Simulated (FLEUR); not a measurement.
FLEUR run on Sc (P6_3/mmc, 4 atoms in the cell): self-consistent single point.

Method of the run: FLEUR with PBE, all-electron FLAPW (FLEUR), scalar-relativistic valence.

The change in words: lattice scaled by 0.98. Reference geometry:
```
CELL_PARAMETERS angstrom
      3.21901     0.00000     0.00000
     -1.60950     2.78774     0.00000
      0.00000     0.00000    10.35717
ATOMIC_POSITIONS crystal
  Sc 0.00000 0.00000 0.00000
  Sc 0.00000 0.00000 0.50000
  Sc 0.33333 0.66667 0.25000
  Sc 0.66667 0.33333 0.75000
```

Reference input (self-consistent single point, DFT, PBE, all-electron FLAPW (FLEUR), scalar-relativistic valence): Kmax = 3.8 1/bohr; GmaxXC = 15.2 1/bohr; xcFunctional = pbe; jspins = 1; l_soc = F; mode = hist; fermiSmearingEnergy = 0.00183747 Htr; mesh (inpgen div1-3) = 8 8 3; inpgen gamma flag = true; Gmax = 15.2 1/bohr; numbands = 0; maxIterBroyd = 99. This run's input differs from it in these lines:

```diff
@@ -3,5 +3,5 @@
 &input film=f /
-3.2190043621 -0.0000001020 0.0000000000
--1.6095020927 2.7877396034 0.0000000000
-0.0000000000 0.0000000000 10.3571670000
+3.1546241978 -0.0000000639 0.0000000000
+-1.5773120436 2.7319847266 0.0000000000
+0.0000000000 0.0000000000 10.1500240000
 1.8897261246
@@ -45,5 +45,5 @@
          <bravaisMatrix>
-            <row-1>    6.0830366382617278    -0.0000001927520647     0.0000000000000000</row-1>
-            <row-2>   -3.0415181521735608     5.2680643571270229     0.0000000000000000</row-2>
-            <row-3>    0.0000000000000000     0.0000000000000000    19.5722090567450095</row-3>
+            <row-1>    5.9613757598779777    -0.0000001207534994     0.0000000000000000</row-1>
+            <row-2>   -2.9806877754371341     5.1627029098642083     0.0000000000000000</row-2>
+            <row-3>    0.0000000000000000     0.0000000000000000    19.1807655181169885</row-3>
          </bravaisMatrix>
```

The program printed (abridged):

```
 Iteration:     1   Distance:       2.63607019 me/bohr^3
 Iteration:     2   Distance:       2.42313796 me/bohr^3
 Iteration:     3   Distance:       1.01144174 me/bohr^3
 Iteration:     4   Distance:       0.34283604 me/bohr^3
 Iteration:     5   Distance:       0.15371302 me/bohr^3
   [... 5 lines left out ...]
 Iteration:    11   Distance:       0.00041371 me/bohr^3
 Iteration:    12   Distance:       0.00010909 me/bohr^3
 Iteration:    13   Distance:       0.00009792 me/bohr^3
 Iteration:    14   Distance:       0.00000308 me/bohr^3
 Run finished successfully
 Stop message:
   Structural relaxation: Done

[file out, last iteration]
             iter=     15
[...]
          total density-effective poten   -4.8662653931E+03
          total charge density-energy d   -1.5646659256E+02
 Updated energy parameters for spin:           1
[...]
 fermi energy and band-weighting factors:
    0.376893    0.376893

[...]
FERMIE:
          first approx. to ef    (T=0)  :   0.267802 htr   (energy of the highest occ. eigenvalue)
          number of occ. states  (T=0)  :        436
          first approx. to seigv (T=0)  : -27.664111 htr
          sum of weights of occ. states :  22.046875
          sum of semicore charge        :   0.000000 e
FERHIS:  Fermi-Energy by histogram:
          bandgap                     :   0.000245 htr
   [... lines left out ...]
          charge neutrality (T=0)     :   0.093750    (zero if the highest occ. eigenvalue is "entirely" occupied)
     EF_NEWTON:  Adjust Fermi-Energy by Newton-Method.
 Direct bandgap for spin            1 :    1.7675254901574067E-003  Htr
 ---->    free energy=                     -3056.9057842181 htr
   [... lines left out ...]
      extrapolation for T->0
 ---->    total electron energy=           -3056.9047806425 htr
 ***** TOTAL FORCES ON ATOMS *****
 TOTAL FORCE FOR ATOM TYPE=  1  X=  0.000   Y=  0.000   Z=  0.000
                       FX_TOT= 0.000000 FY_TOT= 0.000000 FZ_TOT= 0.000000
 TOTAL FORCE FOR ATOM TYPE=  2  X=  2.981   Y= -1.721   Z=  4.795
                       FX_TOT= 0.000000 FY_TOT= 0.000000 FZ_TOT= 0.000000
 Structural relaxation: Done
```

The run converged in 14 iterations. FLEUR gives forces in its relaxation mode, with a further iteration, so its stop message speaks of a relaxation. Against the reference run the free energy rises by 47.9 meV/atom.

The starting cell was generated: these elements placed on a structure prototype, without a prior relaxation; it need not be a known phase or ordering of this composition. Its lattice was rescaled by a random factor within 2.5 % of one. For this run, on top of that: lattice scaled by 0.98. Values depend on the basis (sphere radii, cutoffs, local orbitals), which need not be converged. The log's line on a gap gives a spacing of levels on this mesh, which the program prints for metals too.

Cost on one core of a shared machine: roughly 50 s.
